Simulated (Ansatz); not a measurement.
Data:

```yaml
crystal:
  lattice:
    - [3.15212, 0.00000, 0.00000]
    - [-1.57606, 2.72982, 0.00000]
    - [0.00000, 0.00000, 11.91364]
  atoms:
    - { symbol: W, position: [0.66667, 0.33333, 0.25000] }
    - { symbol: W, position: [0.33333, 0.66667, 0.75000] }
    - { symbol: S, position: [0.66667, 0.33333, 0.88102] }
    - { symbol: S, position: [0.33333, 0.66667, 0.38102] }
    - { symbol: S, position: [0.33333, 0.66667, 0.11898] }
    - { symbol: S, position: [0.66667, 0.33333, 0.61898] }
```

No spin polarisation.

All numbers come from PBEsol-D3(BJ)/PAW in Ansatz (a quantum-chemistry and plane-wave program), spin-orbit coupling left out. Γ-centred 12×12×3 mesh, Fermi–Dirac width 0.05 eV.

### Question
Predict the band gap, valence-band top at Γ, smallest direct gap and space group.

### Answer
The band gap is 0.74 eV. The valence-band top at Γ (three highest levels, from the VBM) is 0.00, -1.32, -1.41 eV and the smallest direct gap comes out as 1.77 eV. The space group comes out as P6_3/mmc (No. 194).

With W present, leaving out spin-orbit coupling can change the band edges. The cells carry an imposed strain or load. Whether these cells are dynamically stable was not tested. The cell was made from WS₂ (space group P6_3/mmc, No. 194; layered, stacked along the Cartesian z axis) by this change: isotropic strain +1.20 %.
